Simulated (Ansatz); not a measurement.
**Zinc-blende NaCl (model structure)**

These are LDA (plane waves, PAW; Ansatz, a first-principles code) values and carry that method's errors.

Run with plane-wave cutoff 500 eV, 10×10×10 k mesh, gaussian smearing 0.02 eV, scalar-relativistic PAW data made under PBE.

Cell (relaxed at this level):

```cif
data_ClNa
_chemical_formula_sum 'Na1 Cl1'
_space_group_name_H-M_alt 'P 1'
_space_group_IT_number 1
_cell_length_a 4.26299
_cell_length_b 4.26299
_cell_length_c 4.26299
_cell_angle_alpha 60.000
_cell_angle_beta 60.000
_cell_angle_gamma 60.000
loop_
_space_group_symop_operation_xyz
  'x, y, z'
loop_
_atom_site_label
_atom_site_type_symbol
_atom_site_fract_x
_atom_site_fract_y
_atom_site_fract_z
_atom_site_occupancy
Na1 Na 0.00000 0.00000 0.00000 1
Cl1 Cl 0.25000 0.25000 0.25000 1
```

| Property | Value |
|---|---|
| band gap | 4.70 eV (on the SCF k mesh) |

Note: the relaxation could raise the start's symmetry but not lower it, so the cell can be a saddle point.

A model structure was made by putting elements into a prototype or built by hand; it is no filed structure, need not be a known phase, and can be a saddle point held by its symmetry.
